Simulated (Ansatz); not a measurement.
**Computed paths: F vacancy in rock-salt LiF, charge state +1**

Defect: F vacancy in rock-salt LiF, charge state +1. Method: PBE, PAW (plane waves to 420 eV; Ansatz, a quantum-chemistry and plane-wave program).

Cell of 64 host sites held at the relaxed PBE lattice; the Γ point alone; Fermi-Dirac width 0.01 eV, spin-restricted; finite-size errors left in. Static, classical nuclei. The charge state is imposed; whether it is stable for some Fermi level was not computed. Forms of the defect that were not tried may lie lower.

Barriers: single points on a 2×2×2 k-point mesh shifted by half a step at the bands' geometries.

```
Route                                                   Start site over the lowest site run (eV)  Hop (Å)  Forward barrier (eV)  Backward barrier (eV)                     Neighbours at the start  Neighbours at the saddle                        Saddle order  Forward, on the band's own sampling (eV)
------------------------------------------------------  ----------------------------------------  -------  --------------------  ---------------------  ------------------------------------------  ------------------------  ----------------------------------  ----------------------------------------
one F atom jumps into the vacancy from a nearby F site                                      0.00     2.72                  0.72                   0.72  2 Li at 2.00, 2 Li at 2.03, 2 Li at 2.09 Å            2 Li at 1.73 Å  not checked, on a symmetry element                                      0.71
```

Paths come from CI-NEB runs.  A band can be held on a symmetry element, so unchecked saddle points there may be too high.
